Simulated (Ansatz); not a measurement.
Relaxation of the outer planes of the (11-20) surface of hcp Co, ferromagnetic in its 1x1 cell, outermost plane spacing 1.25 Å in the ideal cut.

Computed with PBE (plane waves to 420 eV, PAW; Ansatz, a quantum-chemistry and plane-wave program).

Slab: 18 atoms, 10.0 Å thick at the start (thin: gaps and levels are the slab's own); k 9x9x1, smearing 0.1 eV, dipole-corrected; all atoms relaxed; start symmetry kept, larger cells not searched; spin-polarised, no spin-orbit, no U.

```json
[
 {"plane": "1", "atoms": "2 Co", "bulk spacing to the next (Å)": "1.246", "relaxed spacing (Å)": "1.109", "change (%)": "-11.1", "rumpling (Å)": "0.00"},
 {"plane": "2", "atoms": "2 Co", "bulk spacing to the next (Å)": "1.246", "relaxed spacing (Å)": "1.296", "change (%)": "3.9", "rumpling (Å)": "0.00"}
]
```
